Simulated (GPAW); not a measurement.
Band structure of CdTe (F-43m, 2 atoms in the cell).

```
CdTe
1.0
    0.00000     3.24000     3.24000
    3.24000     0.00000     3.24000
    3.24000     3.24000     0.00000
Cd Te
1 1
Direct
  0.00000   0.00000   0.00000
  0.25000   0.25000   0.25000
```

Method of the run: PBE, GPAW PAW datasets PBE (gpaw-data 1.0.1) (plane waves; GPAW 25.7.0).

Settings: mode = pw; ecut = 550 eV; xc = PBE; kpts = 5 5 5; mesh shift (steps) = 0 0 0; occupations.name = fermi-dirac; occupations.width = 0.05 eV; nbands = -6; convergence.density = 1e-05 e/electron; convergence.energy = 1e-05 eV/electron; convergence.bands = -4; symmetry.symmorphic = false; symmetry.tolerance = 0.0005; maxiter = 150.

The starting cell has typed, rounded lattice constants, without a prior relaxation at this level. Spin-orbit coupling is off.

### Question
Predict the gap along the standard path and the places of the band edges.

### Answer
The gap along the path is 0.77 eV, direct at Γ to within 0.01 eV.

Levels in eV from the top of the valence band on the SCF mesh, bands 6 to 13:
```
point      6      7      8      9    10    11    12    13
-----  -----  -----  -----  -----  ----  ----  ----  ----
Γ      -7.99   0.00   0.00   0.00  0.77  4.59  4.59  4.59
X      -7.49  -4.31  -1.88  -1.88  2.61  2.68  8.83  9.13
W      -7.41  -4.20  -2.33  -2.21  4.25  4.69  5.55  6.31
K      -7.45  -4.22  -2.56  -1.56  2.90  4.52  7.35  7.46
L      -7.63  -4.43  -0.78  -0.78  1.82  5.20  5.20  7.07
U      -7.45  -4.22  -2.56  -1.56  2.90  4.52  7.35  7.46
```
